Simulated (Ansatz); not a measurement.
Where the default PAW files enter, the runs use the earlier of Ansatz's two default sets.

Tunnelling through a barrier is set by its complex band structure: the current falls as exp(−2κd) with the smallest κ.

Consider the following.

```
CELL_PARAMETERS angstrom
      3.94621     0.00000     0.00000
      0.00000     3.94621     0.00000
      1.97310    -1.97310     2.79039
ATOMIC_POSITIONS crystal
  Ba 0.00000 0.00000 0.00000
  O  0.50000 0.50000 0.00000
```

Space group of this cell: Fm-3m, rock salt. The cell is taken as given; by PBEsol its mean pressure is -3.4 GPa.

Transport runs along the normal of the first two printed cell vectors, the (001) plane of the conventional cell.

The gap is the functional's own. No spin-orbit coupling. Mid-gap values are interpolated on the energy grid.

Q: Compute, with PBEsol (Ansatz, a first-principles code), the band gap and the smallest decay constant κ at mid-gap.

A: Gap 2.01 eV on a 12×12×12 mesh; κ = 0.245 1/Å, at the zone centre.
